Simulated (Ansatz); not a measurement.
**What S → Si does to MoS2**

The parent structure is MoS$_{2}$ in the 3R-MoS2 type structure (space group R3m, No. 160; a = 3.1752 Å, c = 18.5848 Å (hexagonal axes); layered, stacked along the Cartesian z axis).

The change: full substitution S → Si; the structure is relaxed again.

Computed with plane-wave PAW DFT at the r2SCAN+rVV10 level (Ansatz, a program for electronic structure, 500 eV), no spin-orbit coupling. Γ-centred 18×18×18 mesh, Fermi–Dirac width 0.05 eV, for the changed cell.

```tsv
quantity	base	changed	shift
lattice parameter a	317.5 pm	291.3 pm	-26.2 pm
c/a ratio	5.853	6.026	+0.1725
space group	R3m (No. 160)	R3m (No. 160)	–
shortest interatomic distance	240.3 pm	256.5 pm	+16.2 pm
band gap	1.02 eV	zero	–
```

Final structure:

```xyz
3
Lattice="1.4567 0.8410 5.8515 -1.4567 0.8410 5.8515 0.0000 -1.6820 5.8515" Properties=species:S:1:pos:R:3 pbc="T T T"
Mo     0.0000     0.0000    17.5483
Si     0.0000     0.0000    13.6522
Si     0.0000     0.0000     9.7598
```

Whether these cells are dynamically stable was not tested. As relaxed here, MoSi2 is a hypothetical phase, not in the database extracts checked. All final runs are without spin polarisation. MoSi2 has a high density of states at the Fermi level and may be magnetic at this level.
